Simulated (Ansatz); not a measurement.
# LuScB2O6 (space group R-3, No. 148; a cell from a computed database, its experimental status unchecked)

LuScB$_{2}$O$_{6}$ is modelled in the trigonal space group R-3, hexagonal axes (No. 148), Pearson symbol hR10. Lattice parameters: a = 4.833 Å, b = 4.833 Å, c = 15.638 Å, α = 90.00°, β = 90.00°, γ = 120.00°. Lu on 3b is surrounded by 6 O at 2.232 Å (octahedral). Sc on 3a is coordinated by 6 O at 2.112 Å (octahedral). B on 6c is coordinated by 3 O at 1.382 Å (trigonal planar). O on 18f sees 1 B at 1.382 Å and 1 Sc at 2.112 Å and 1 Lu at 2.232 Å (trigonal planar). (Neighbours: up to the widest gap in distance over summed covalent radii, below 1.35, at either atom; cation-cation and far metal-metal contacts left out.)
(The calculation used a cell of 10 atoms; values per cell refer to that cell.)

Calculations: DFT with PBEsol, PAW potentials and a 420 eV plane-wave cutoff in Ansatz (an electronic-structure program), no spin-orbit coupling. Γ-centred 8×8×8 mesh, Fermi–Dirac width 0.05 eV.

The volume per atom is 10.54 Å³ and the density is 5.32 g/cm³. The band gap is 4.49 eV, direct at F. The total energy is -2040.893 eV/atom (σ→0; compares only within this code and set-up).

Stability against distortions was not tested. All final runs are without spin polarisation.
